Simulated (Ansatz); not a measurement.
# ScBi, response to strain

The parent structure is ScBi in the rock salt structure (space group Fm-3m, No. 225; a = 5.940 Å; a cell from a computed database, its experimental status unchecked; relaxed with 0.1 eV smearing). Axes: x, y, z lie along the cube axes.

Strains are applied to the cell and any free atomic positions relax; under biaxial strain the out-of-plane vector relaxes too.

The values are results of PBEsol (Ansatz, a first-principles code), without spin-orbit coupling, not measurements.

Candidates:
(a) biaxial strain +1.74 %, plane normal [001], relaxed out of plane
(b) uniaxial strain ε_zz = +3.53 %
(c) isotropic strain +2.22 %
(d) tensor shear ε_yz = +0.72 %

Notes on the quantities. energy relative to the base: free energy F.

Question: Order them by energy relative to the base, lowest first.

Answer: (d) tensor shear ε_yz = +0.72 % (+0.3 meV/atom), (a) biaxial strain +1.74 %, plane normal [001], relaxed out of plane (+7.6 meV/atom), (b) uniaxial strain ε_zz = +3.53 % (+13 meV/atom), (c) isotropic strain +2.22 % (+22 meV/atom)

Whether these cells are dynamically stable was not tested. All final runs are without spin polarisation.
